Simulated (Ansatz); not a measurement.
An Ansatz (a first-principles code) input (PBEsol-D3(BJ) (Ansatz), spin-orbit coupling left out):

Ansatz 0.2 input:
```yaml
crystal:
  lattice:
    - [3.6780631785, 0, 0]
    - [0, 3.768507355, 0]
    - [0, 0, 4.5570824003]
  atoms:
    - { symbol: Sn, position: [0.5, 0, 0.7461725107] }
    - { symbol: Sn, position: [0, 0.5, 0.2538274893] }
    - { symbol: O, position: [0.5, 0.5, 0] }
    - { symbol: O, position: [0, 0, 0] }
basis: { ecutwfc: 420, ecutrho_ratio: 4, xc_grid: 2, fft_grid_basis: typed }
kpoints: { mp_grid: { grid: [15, 15, 13] } }
hamiltonian:
  xc: pbesol
  dispersion: d3bj
  pseudopotentials: { kind: paw }
scf: { occupations: { method: fermi_dirac, width: 0.1 }, convergence: { dr2_threshold: 0.0000000004 } }
relax: { f_tol: 0.005, max_steps: 50 }
output: { forces: true, stress: true }
checkpoint: { write: state.ck, write_every: 1000 }
```

Question: Which symmetry and how many k-points will the program report, and about how many plane waves at Γ?

Answer: Space group Pmmn (ITA 59) with 8 operations, k-points 448 of 2925, and 1235 plane waves at Γ.

Question: And the final pressure?

Answer: 1.79 GPa (compression positive).

The cells carry an imposed strain or load. No phonon test of stability was made. The final runs are not spin-polarised. The cell was made from SnO (space group P4/nmm, No. 129; layered, stacked along the Cartesian z axis) by this change: uniaxial strain ε_xx = −2.40 %.
